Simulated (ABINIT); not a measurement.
# Equation of state of zinc-blende BeTe (space group 216): energy against volume (ABINIT, LDA)

```yaml
crystal:
  lattice:
    - [0.00000, 2.70552, 2.70552]
    - [2.70552, 0.00000, 2.70552]
    - [2.70552, 2.70552, 0.00000]
  atoms:
    - { symbol: Be, position: [0.00000, 0.00000, 0.00000] }
    - { symbol: Te, position: [0.75000, 0.75000, 0.75000] }
```

Method of the run: LDA (PW92), norm-conserving pseudopotentials (PseudoDojo nc-sr-04 LDA standard) (plane waves; ABINIT). Settings: pseudos = [Be.upf, Te.upf]; ecut = 57 Ha; occopt = 3; tsmear = 0.01 eV; ngkpt = 10 10 10; nshiftk = 1; shiftk = 0 0 0; potentials = PseudoDojo nc-sr-04 LDA standard; nband = 15; kptopt = 1; nstep = 100; tolvrs = 1e-12. The cell above is the first row's. The rows scale it uniformly. In all rows fractional positions and the k mesh are held. E is the free energy at the stated smearing, counted from the lowest row.

| V (Å^3/atom) | E (meV/atom) |
|---|---|
| 19.804 | 27.15 |
| 20.234 | 13.98 |
| 20.665 | 5.35 |
| 21.095 | 0.82 |
| 21.526 | 0.00 |
| 21.956 | 2.54 |
| 22.387 | 8.12 |
| 22.818 | 16.45 |
| 23.248 | ? |

Taking the third-order Birch-Murnaghan form, a cubic in V^(-2/3) for E over the 8 complete rows: With u = V^(-2/3) - 0.130, the rows have u = 0.006615, 0.004672, 0.002793, 0.000983, -0.000772, -0.002464, -0.004107, -0.005697. Least squares gives E = -0.068 + 346.4·u + 569708·u² - 10904·u³. Residuals (row less fit): 0.000, -0.005, 0.007, -0.003, -0.004, 0.003, 0.000, -0.001; standard error 0.005 (degrees of freedom: 4). Its minimum lies at u = -0.000304, so V0 = (0.129696)^(-3/2) = 21.41. There d²E/du² = 1139000 and d³E/du³ = -65420, so B0 = (4/9) × 21.41^(-7/3) × 1139000 × 0.160218 = 63.7 GPa (the last factor turns the table's units into GPa), and B0' = 4 + (2/3) × 0.129696 × (-65420)/1139000 = 4.0. The program's pressures in the fitted runs (not shown) pass through zero at V = 21.41, 0.01 % from this V0.

Problem. Estimate the missing E (V = 23.248); what did the run itself give?

Solution. u = -0.007235, so E = -0.068 + 346.4 × (-0.007235) + 569708 × (-0.007235)² - 10904 × (-0.007235)³ = 27.251 meV/atom. The calculation gives 27.26 meV/atom, 0.009 meV/atom above the prediction (under 0.05 % of the range of E in the table). The row lies outside the fitted rows, so this is an extrapolation. From the scatter of the fitted rows alone, a prediction at this place has a standard error of 0.012 meV/atom, so the miss is 0.8 times that.

Carrying the step between the two nearest rows on in a straight line would have given 24.76, off by 2.50; series whose last step already gives the withheld value aren't shown. The scan was laid around a cell of about the measured size, scaled by a guess for this functional. The runs keep the symmetry of the cell, so they don't test it for distortions. The LDA file for Te was generated anew from PseudoDojo's inputs, some of which were changed. Spin-orbit coupling is off. Cutoffs and mesh are single choices, not tested for convergence of this quantity. Series with a scatter that would blur these digits, or in which a gap closes, are not shown. Nor are scans whose minimum lies at an end fitted in this form.
